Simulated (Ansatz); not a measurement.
PdAl2 (Fm-3m), PBEsol, DFPT electron-phonon coupling, linearised Boltzmann equation (Ansatz, a first-principles code): phonon-limited resistivity 6.19 μΩ·cm at 300 K, 8.50 μΩ·cm at 400 K, current-weighted mean free path 13.5 nm, Drude plasma energy 8.31 eV.

Q: What is the classical skin depth at 1 GHz (nonmagnetic, μ₀ = 1.257×10⁻⁶ H/m)?

A: δ = √(ρ/(π f μ₀)) = 3960 nm.

Q: What temperature coefficient of resistance follows, and how does it compare with 1/T?

A: (ρ₄₀₀ − ρ₃₀₀)/(100 K × ρ₃₀₀) = 3.73×10⁻³ K⁻¹, against 1/T = 3.33×10⁻³ K⁻¹ for a resistivity proportional to T. It lies higher because phonons are still being populated at 300 K; impurities would add a constant and lower it.

Q: What Drude relaxation time do resistivity and plasma energy imply?

A: ω_p = 1.26e16 s⁻¹, so τ = 1/(ε₀ ω_p² ρ) = 11.4 fs, a damping ħ/τ of 57.5 meV.

A metal at this level (no band gap). Only scattering by harmonic phonons is included (no impurities, grain boundaries, electron-electron scattering or thermal expansion). Spin-orbit coupling is left out. The run warned that the eigensolver left some states short of its tolerance. Halving the electron mesh (24x24x24) moves the resistivity by up to 4 % at 300 K, the mean free path by up to 1 %. Smearing 0.20 eV; phonons on a 4x4x4 q mesh, which this run doesn't test.

Computed structure with no diffraction record at hand here (it may be known, metastable or hypothetical): PdAl2 (Fm-3m).
